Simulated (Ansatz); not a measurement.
Start from GaSb in the zinc blende structure (space group F-43m, No. 216; a = 6.132 Å). Axes: x, y, z lie along the cube axes.

Method: r2SCAN, PAW, 500 eV (Ansatz, a quantum-chemistry and plane-wave program; spin-orbit coupling left out).

Base values:

| Item | Value |
|---|---|
| Band gap | 0.41 eV |

Perturbation: uniaxial strain ε_zz = +0.50 %, all other strain components held at zero; the atoms relax in the strained cell.

Question: What does the calculation give for the band gap and stress after the change?

Answer: The band gap decreases by 0.05 eV, from 0.41 eV to 0.36 eV; the stress (xx, yy, zz, yz, xz, xy; compression positive) is (-0.17, -0.17, -0.42, 0.00, 0.00, 0.00) GPa.

Spin-orbit coupling, missing from the scalar runs, can matter with Sb. Gaps are Kohn–Sham eigenvalue differences; semilocal functionals usually give less than the measured gap. No phonon test of stability was made.
